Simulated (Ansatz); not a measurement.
We consider MgO (model structure, started from the PtS type, P4₂/mmc, No. 131, 4 atoms in the cell), described by PBEsol (Ansatz, a first-principles code, PAW).

Run with plane-wave cutoff 500 eV, 14×14×8 k mesh (along the axes of the cell as run), Fermi–Dirac smearing 0.05 eV, scalar-relativistic PAW data made under PBE.

Cell (relaxed at this level):

```
MgO
1.0
    2.98969     0.00000     0.00000
    0.00000     2.98969     0.00000
    0.00000     0.00000     5.39182
Mg O
2 2
Direct
  0.00000   0.50000   0.00000
  0.50000   0.00000   0.50000
  0.00000   0.00000   0.25000
  0.00000   0.00000   0.75000
```

**Question.** Estimate the band gap that the calculation returns.

**Answer.** 
- band gap = 1.18 eV (on the SCF k mesh)

Note: the relaxation could raise the start's symmetry but not lower it, so the cell can be a saddle point.

A model structure was made by putting elements into a prototype or built by hand; it is no filed structure, need not be a known phase, and can be a saddle point held by its symmetry.
